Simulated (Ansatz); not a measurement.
An Ansatz (a first-principles code) input (r2SCAN/PAW in Ansatz, no spin-orbit coupling):

Ansatz 0.2 input:
```yaml
crystal:
  lattice:
    - [-2.6266515095, 2.6266515095, 1.3534873749]
    - [2.6266515095, -2.6266515095, 1.3534873749]
    - [2.6266515095, 2.6266515095, -1.3534873749]
  atoms:
    - { symbol: Ga, position: [0.75, 0.25, 0.5] }
    - { symbol: Ga, position: [0, 0, 0] }
basis: { ecutwfc: 500, ecutrho_ratio: 4, xc_grid: 4, fft_grid_basis: typed }
kpoints: { mp_grid: { grid: [19, 19, 19] } }
hamiltonian:
  xc: r2scan
  dispersion: none
  pseudopotentials: { kind: paw }
scf: { occupations: { method: fermi_dirac, width: 0.05 }, convergence: { dr2_threshold: 0.0000000002 } }
output: { forces: true, stress: true }
checkpoint: { write: state.ck, write_every: 1000 }
```

### Question
Which symmetry and how many k-points will the program report, and about how many plane waves at Γ?

### Answer
Space group I41/amd (ITA 141) with 16 operations, k-points 550 of 6859, and 933 plane waves at Γ.

No phonon test of stability was made. The cell was made from Sn by this change: Sn → Ga; the result is a hypothetical phase, not in the database extracts checked.
